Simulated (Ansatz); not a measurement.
**WSi2: response to strain**

The parent structure is WSi₂ (space group I4/mmm, No. 139; a = 3.1853 Å, c = 7.7731 Å; relaxed with 0.1 eV smearing). Axes: x, y, z lie along a, b, c of the conventional cell.

Strains are applied to the cell and any free atomic positions relax; under biaxial strain the out-of-plane vector relaxes too.

Computed with Ansatz (an electronic-structure program) LDA, no spin-orbit coupling.

| biaxial strain, plane normal [001], relaxed out of plane (%) | out-of-plane strain (%) |
|---|---|
| 0 | 0.00 |
| 0.5 | -0.18 |
| 1 | ? |
| 1.5 | -0.51 |
| 2 | -0.67 |
| 2.5 | -0.82 |
| 3 | -0.96 |

Question: Fit ε⊥ = −νε + γε² (strains in %) to the rows shown and predict the withheld row.

Answer: Least squares on the printed values gives ν = 0.36 (the biaxial Poisson response) and γ = 0.014 (largest residual 0.00 %); this predicts -0.35 %, and the run gives -0.35 %, in agreement.

No phonon test of stability was made. All final runs are without spin polarisation.
